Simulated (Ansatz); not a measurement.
Cost and result by functional for the adsorption energy of F on the 1x1 (0001) surface of corundum (cut with top plane Al), one in a 1x1 cell, started at the site 'top Al', in Ansatz (plane waves, PAW). Single points on the PBE structure, on one kind of machine; costs are rough ratios of the slab run's core time (references not counted) to the cheapest single point. r2SCAN's cost holds its higher cutoff (500 against 420 eV). Differences are taken against r2SCAN for comparison alone: no measured value is at hand, so the table doesn't rank accuracy. The points keep PBE's geometry, so the relaxation of a polaron and the settling of charge on one site are left out.

Host crystal: corundum, with a band gap (PBE, scalar-relativistic without spin-orbit coupling).

Set-up: 21 atoms, 6.7 Å thick at the start under the adsorbate (thin: gaps and levels are the slab's own); mesh 6x6x1; 0.01 eV smearing; dipole correction on; 9 atoms held, the rest relaxed; held to the start's symmetry, so lower structures may exist; spin-polarised, ending with about 1.0 μB a cell, a value that depends on the mesh; orders that need a larger cell were not tried, no spin-orbit, no U, no dispersion correction. The slab shows no gap over 0.04 eV on its mesh. At the end it is bonded to Al. In PBE it is, or lies within 0.03 eV of, the lowest of the starts that converged. These notes are the PBE run's. r2SCAN: The program's check for a lower electronic state was not made. Adsorption energies are against ½ F2(g). A negative adsorption energy means that the adsorbate is more stable on the surface than in its reference.

| functional | relative cost | adsorption energy (eV) | less r2SCAN (eV) |
|---|---|---|---|
| RPBE | 1 | -2.25 | -0.04 |
| r2SCAN | 2 | -2.21 | 0.00 |
| PBE (the relaxed run's value) | – | -2.24 | -0.03 |

The values span 0.04 eV, while the single points' costs differ by a factor of roughly 2. Differences are of unrounded values.

Ansatz is a quantum-chemistry and plane-wave program.
